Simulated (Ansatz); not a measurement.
Start from AuSb₂ (space group Pa-3, No. 205).

Space group Pa-3 (No. 205); a = 6.6744 Å, b = 6.6744 Å, c = 6.6744 Å, α = 90.00°, β = 90.00°, γ = 90.00°

```tsv
atom	site	symmetry	x	y	z
Sb	8c	.3.	0.3750	0.3750	0.3750
Au	4a	.-3.	0.0000	0.0000	0.0000
```

Computed with PBEsol in Ansatz (plane waves to 420 eV, PAW, no spin-orbit coupling).

Before the change:

The shortest interatomic distance is 2.767 Å.

It is then changed as follows: cell and atoms relaxed at a pressure of 3 GPa.

Question: How does this affect the shortest interatomic distance?

Answer: The shortest interatomic distance decreases by 0.030 Å, from 2.767 Å to 2.737 Å.

Load acts through the strain it causes; cell and atoms are relaxed under it. No phonon test of stability was made. All final runs are without spin polarisation.

Ansatz is an electronic-structure program.
